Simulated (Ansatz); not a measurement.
## A computed series for BaHfO3: pressure series

Start from BaHfO3 in the cubic perovskite structure (space group Pm-3m, No. 221).

Space group Pm-3m (No. 221); a = b = c = 4.158 Å, α = β = γ = 90.00°

```
atom  site  symmetry       x       y       z
----  ----  --------  ------  ------  ------
Ba      1b      m-3m  0.5000  0.5000  0.5000
Hf      1a      m-3m  0.0000  0.0000  0.0000
O       3d    4/mm.m  0.0000  0.0000  0.5000
```

Cell and atoms are relaxed at each pressure.

The values are results of DFT with PBEsol, PAW potentials and a 420 eV plane-wave cutoff in Ansatz (a program for electronic structure), no spin-orbit coupling, not measurements.

```csv
pressure (GPa),volume per atom (Å³/atom)
-2,14.548
0,14.373
0.3,?
0.7,14.315
1.5,14.248
3,14.129
5,13.979
7.5,13.802
10,13.636
```

Task: Fit the third-order Birch–Murnaghan form P(V) = (3B₀/2)[(V₀/V)^(7/3) − (V₀/V)^(5/3)]·[1 + (3/4)(B₀′ − 4)((V₀/V)^(2/3) − 1)] (squares taken in P) to the rows shown and predict the withheld row.

Result: Least squares on the printed values gives V₀ = 14.373 Å³/atom, B₀ = 169 GPa, B₀′ = 4.4; this predicts 14.347 Å³/atom, and the run gives 14.348 Å³/atom, in agreement.

Load acts through the strain it causes; cell and atoms are relaxed under it. Whether these cells are dynamically stable was not tested. Competing high-pressure phases were not computed. The base started in P4mm and relaxed to Pm-3m at this level.
